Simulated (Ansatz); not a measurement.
## SiS2: holes 7.0×10^21 cm⁻³

Consider SiS₂ (space group Ibam, No. 72; a = 5.8031 Å, b = 9.8918 Å, c = 5.5455 Å; made of chains).

Modification: hole doping at 7.0×10^21 cm⁻³ (1.11 per cell), with a uniform compensating background at fixed cell and a 300 K Fermi–Dirac width.

Level of theory: Kohn–Sham DFT with the r2SCAN functional, run in Ansatz (a program for electronic structure) with PAW and 500 eV plane waves, no spin-orbit coupling. Γ-centred 12×12×12 mesh, Fermi–Dirac width 0.0259 eV.

The gap between the host's bands increases by 0.30 eV (3.31 eV → 3.61 eV) and the gap character remains indirect, Σ₀–Γ (22 % along) → G₀–X (25 % along). The Fermi level relative to the doped band's edge (positive inside the band; to 0.05 eV) is +0.45 eV.

Final structure:

```
CELL_PARAMETERS angstrom
     -2.90154     4.94591     2.77276
      2.90154    -4.94591     2.77276
      2.90154     4.94591    -2.77276
ATOMIC_POSITIONS crystal
  S  0.88484 0.79873 0.68357
  S  0.38484 0.70127 0.08612
  S  0.61516 0.29873 0.91388
  S  0.11516 0.20127 0.31643
  Si 0.75000 0.75000 0.00000
  Si 0.25000 0.25000 0.00000
```
Cell charge +1.11415.

Cost of the whole job for the changed cell (relaxation, final SCF and bands): around 4 core-minutes (rough).

Carriers are added with a uniform compensating background; total energy and stress of such cells depend on the potential's zero and are not compared; many-body gap narrowing is missing at this level. Whether these cells are dynamically stable was not tested. No dispersion term is included, though the crystal is made of layers, chains or molecules, so its spacings can come out too wide.
